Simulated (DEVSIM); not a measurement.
Structure: W/HfO2/n-Si capacitor, at 300 K.

```tsv
layer (left to right)	material	thickness (nm)	Nd (cm⁻³)
1	HfO2	11.0	-
2	Si	810	5e17
```

Metal gate on the left, work function 4.6 eV. Fixed charge at the semiconductor interface 0 cm⁻² (in units of +e); interface traps 1.5e10 cm⁻² eV⁻¹, uniform in energy, neutral level at 0.5 of the gap above the valence band.

The device is made up for the run: typed textbook-type constants, with dimensions and the other settings drawn at random. Values at 300 K.

| parameter | HfO2 | Si |
|---|---|---|
| gap (eV) | 5.7 | 1.124 |
| affinity (eV) | 2.5 | 4.05 |
| permittivity | 22 | 11.7 |
| Nc (cm⁻³) | - | 2.86e19 |
| Nv (cm⁻³) | - | 3.1e19 |

Model (solved in DEVSIM): 1D Poisson equation in equilibrium, Boltzmann statistics, complete ionisation; no quantum confinement or tunnelling. Metal contacts follow the ideal Schottky-Mott rule: no Fermi-level pinning, no interface dipoles.

Question: Give the band bending (positive: bands bend down) and minority sheet density.

Answer: 
```
Vg (V)  ψs (V)  minority carriers (cm⁻²)
------  ------  ------------------------
-0.9    -1.010                    1.2e12
-0.6    -0.837                     2.0e9
-0.3    -0.575                     < 1e8
0       -0.321                     < 1e8
0.3     -0.088                     < 1e8
0.6      0.059                     < 1e8
```
